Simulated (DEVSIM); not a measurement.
System: illuminated CdTe p-on-n cell, one wavelength, at 400 K.

Layer 1 from the left is CdTe, thickness (μm) 0.480, Na (cm⁻³) 5.8e17, τn (s) 8.4e-10, τp (s) 1.3e-9, absorption coefficient (cm⁻¹) 16000. Layer 2 from the left is CdTe, thickness (μm) 3.50, Nd (cm⁻³) 1.9e16, τn (s) 2.2e-8, τp (s) 2.2e-8, absorption coefficient (cm⁻¹) 16000.

Left contact: ohmic, minority electron recombination velocity 300 cm/s. Right contact: ohmic, minority hole recombination velocity 5e5 cm/s. Voltage is applied to the left contact. Recombination: SRH at mid-gap, radiative, Auger. Light enters at the left, 3.3e16 photons cm⁻² s⁻¹, one pass, no reflection. Mobility is μmin + (μ − μmin)/(1 + (N/Nref)^α).

Constants are typed, rounded textbook-type inputs, not results; the design itself was drawn at random and stands for no fabricated device. Values at 300 K; Nc and Nv go as T^1.5, mobilities as T to minus their exponent, the gap by Varshni's rule with the affinity fixed.

CdTe: gap (eV) 1.5, affinity (eV) 4.28, permittivity 10.2, Nc (cm⁻³) 8e17, Nv (cm⁻³) 1.8e19, μn (cm²/Vs) 1000, μp (cm²/Vs) 80, μn,min 100, μp,min 10, Nref,n 1e17, Nref,p 1e17, αn 0.6, αp 0.6, T exponent of μn 1.7, T exponent of μp 1.5, B (cm³/s) 1e-10, Cn (cm⁶/s) 1e-30, Cp (cm⁶/s) 1e-30, Varshni α (eV/K) 0.00031, Varshni β (K) 108.

Simulated with DEVSIM: 1D drift-diffusion, Boltzmann statistics, complete ionisation; no tunnelling, impact ionisation, image-force lowering or self-heating.

Q: What does the simulation give for the share of generated pairs collected at short circuit, the dark forward voltage at 100 A/cm², the fill factor, the potential step across the device at zero bias?

A: share of generated pairs collected at short circuit 0.853; dark forward voltage at 100 A/cm² 1.151 V; fill factor 0.75; potential step across the device at zero bias 1.194 V.
